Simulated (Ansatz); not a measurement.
Consider CaO in the rock salt structure (space group Fm-3m, No. 225; a = 4.8308 Å).

Computed with Kohn–Sham DFT with the PBE functional, run in Ansatz (a program for electronic structure) with PAW and 420 eV plane waves, without spin-orbit coupling.

Base values:

- Hole mass = 0.35, 2.9, 2.9 mₑ (at Γ)
- Valley order = X along ⟨100⟩ 3.66 eV; Γ 4.61 eV
- Width of the top valence band = 1.16 eV

One thing is altered: the cell is scaled by 1.0100 in all directions; the atoms relax in the strained cell.

**Question.** What happens to the hole mass, valley order, mean gap deformation potential ΔEg/Δln V, width of the top valence band and energy relative to the base?

**Answer.** The hole mass (degenerate bands, along [100]) changes from 0.35, 2.9, 2.9 mₑ (at Γ) to 0.36, 2.9, 2.9 mₑ (at Γ); the valley order (the lowest conduction-band minima on the path, energy above the VBM, named in the base's zone) goes from X along ⟨100⟩ 3.66 eV; Γ 4.61 eV to X along ⟨100⟩ 3.66 eV; Γ 4.37 eV; the mean gap deformation potential ΔEg/Δln V amounts to +0.1 eV; the width of the top valence band shrinks by 0.05 eV to 1.11 eV; the energy grows by 4.0 meV/atom.

Effective masses come from finite differences of ±0.01 Å⁻¹. No phonon test of stability was made.
